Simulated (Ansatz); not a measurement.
The starting structures come from a database of crystals and need not be the phases stable at ambient conditions.

Tunnelling through a barrier is set by its complex band structure: the current falls as exp(−2κd) with the smallest κ.

Here is the system:

```
LiNbO3
1.0
    5.53117     0.00000     0.00000
    2.40371     8.59772     0.00000
   -2.40086     0.66953     4.51117
Li Nb O
4 4 12
Direct
  0.88110   0.85300   0.44130
  0.88070   0.35320   0.94150
  0.38320   0.60220   0.19100
  0.38180   0.10280   0.68940
  0.03470   0.99420   0.01740
  0.03490   0.49420   0.51770
  0.53470   0.74430   0.76750
  0.53450   0.24420   0.26720
  0.22410   0.63540   0.74390
  0.22390   0.94240   0.78700
  0.22400   0.81050   0.30490
  0.72400   0.69230   0.18680
  0.72390   0.56060   0.66890
  0.22360   0.13550   0.24340
  0.72380   0.88540   0.73010
  0.22370   0.44230   0.28710
  0.22400   0.31050   0.80480
  0.72360   0.19230   0.68660
  0.72400   0.06060   0.16890
  0.72340   0.38560   0.23030
```

The cell is taken as given; by r2SCAN it stands under a pressure of -5.4 GPa.

Transport runs along the normal of the first two printed cell vectors.

No gap correction and no spin-orbit coupling; mid-gap is the computed energy nearest the middle.

**Question.** State the band gap and the smallest decay constant κ at mid-gap according to r2SCAN in Ansatz (a quantum-chemistry and plane-wave program).

**Answer.** Gap 3.84 eV on a 8×4×8 mesh; κ = 0.401 1/Å, at (0.500, 0.250) of the in-plane reciprocal vectors. At the zone centre the slowest state has κ = 0.42 1/Å.
